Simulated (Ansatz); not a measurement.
Consider BAs in the zinc blende structure (space group F-43m, No. 216; a = 4.783 Å). Axes: x, y, z lie along the cube axes.

Computed with r2SCAN, PAW, 500 eV (Ansatz, a first-principles code; spin-orbit coupling left out), earlier PAW set.

Strains are applied to the cell and any free atomic positions relax; under biaxial strain the out-of-plane vector relaxes too; under stress the whole cell relaxes.

One change was made to it. Results:

The energy increases by 0.6 meV/atom; the valence-band top at Γ (three highest levels, from the VBM) becomes 0.00, 0.00, -0.09 eV (base: 0.00, 0.00, 0.00 eV); the band gap decreases by 0.07 eV (1.38 eV → 1.31 eV).

**Question.** What was done to the base?
A. uniaxial stress, 8 GPa compression along x
B. uniaxial stress, 2 GPa tension along z
C. biaxial strain +2.68 %, plane normal [111], relaxed out of plane

**Answer.** B, uniaxial stress, 2 GPa tension along z. For comparison, the band gap in the other runs: biaxial strain +2.68 %, plane normal [111], relaxed out of plane gives 1.27 eV; uniaxial stress, 8 GPa compression along x gives 0.76 eV.

Stability under load was not tested beyond the relaxation.
